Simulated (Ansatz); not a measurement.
# CdS, pressure series

Take CdS in the zinc blende structure (space group F-43m, No. 216; a = 5.9266 Å) as the base.

Cell and atoms are relaxed at each pressure.

All numbers come from plane-wave PAW DFT at the PBE level (Ansatz, a quantum-chemistry and plane-wave program, 420 eV), no spin-orbit coupling.

| P (GPa) | V (Å³/atom) |
|---|---|
| -2.00 | 27.114 |
| -1.00 | 26.537 |
| 3.00 | 24.750 |
| 7.00 | 23.465 |
| 14.99 | 21.646 |
| 30.00 | 19.477 |
| 50.00 | 17.673 |
| 75.00 | 16.184 |
| 100.00 | 15.122 |

### Question
Fit a third-order Birch–Murnaghan equation of state.

### Answer
Least squares on P(V) = (3B₀/2)[(V₀/V)^(7/3) − (V₀/V)^(5/3)]·[1 + (3/4)(B₀′ − 4)((V₀/V)^(2/3) − 1)] gives V₀ = 26.02 Å³/atom, B₀ = 54 GPa and B₀′ = 4.4.

Between the base and pressure 3 GPa the gap moves from 1.04 eV to 1.15 eV, a mean slope of 36 meV/GPa.

Load acts through the strain it causes; cell and atoms are relaxed under it. Stability against distortions was not tested. Tetrahedral semiconductors of this kind turn to denser phases somewhere between about 1 and 50 GPa; those were not computed, so compressed cells here can lie past the real transition.
